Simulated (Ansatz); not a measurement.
Where the default PAW files enter, the runs use the earlier of Ansatz's two default sets.

Tunnelling through a barrier is set by its complex band structure: the current falls as exp(−2κd) with the smallest κ.

Here is the system:

```yaml
crystal:
  lattice:
    - [5.45486, 0.00000, 0.00000]
    - [0.00000, 12.09174, 0.00000]
    - [2.72743, 0.00000, 1.57468]
  atoms:
    - { symbol: Mo, position: [0.33333, 0.25000, 0.00000] }
    - { symbol: Mo, position: [0.66667, 0.75000, 0.00000] }
    - { symbol: S, position: [0.33333, 0.62050, 0.00000] }
    - { symbol: S, position: [0.66667, 0.37950, 0.00000] }
    - { symbol: S, position: [0.66667, 0.12050, 0.00000] }
    - { symbol: S, position: [0.33333, 0.87950, 0.00000] }
```

Space group of this cell: P6_3/mmc. The cell was relaxed by PBE-D3(BJ); by r2SCAN its mean pressure is 3.0 GPa.

Transport runs along the normal of the first two printed cell vectors, the (110) plane of the conventional cell.

The gap is the functional's own. No spin-orbit coupling. Mid-gap values are interpolated on the energy grid.

Question: State the band gap and the smallest decay constant κ at mid-gap according to r2SCAN (Ansatz, a program for electronic structure).

Answer: Gap 0.89 eV on a 18×4×18 mesh; κ = 0.212 1/Å, at the zone centre.
